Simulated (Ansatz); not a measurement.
Start from Ir in the fcc (Cu type) structure (space group Fm-3m, No. 225; a = 3.831 Å; relaxed with 0.1 eV smearing). Axes: x, y, z lie along the cube axes.

All numbers come from Ansatz (a quantum-chemistry and plane-wave program) PBEsol, no spin-orbit coupling.

The change: the cell is stretched by 3.58 % along z with no lateral relaxation, atoms relaxed at fixed cell.

Task: Estimate the effect on the energy relative to the base and stress.

Result: The energy grows by 33 meV/atom; the stress (xx, yy, zz, yz, xz, xy; compression positive) amounts to (-8.0, -8.0, -20.4, 0.0, 0.0, 0.0) GPa.

The cells carry an imposed strain or load. Stability against distortions was not tested. All final runs are without spin polarisation.
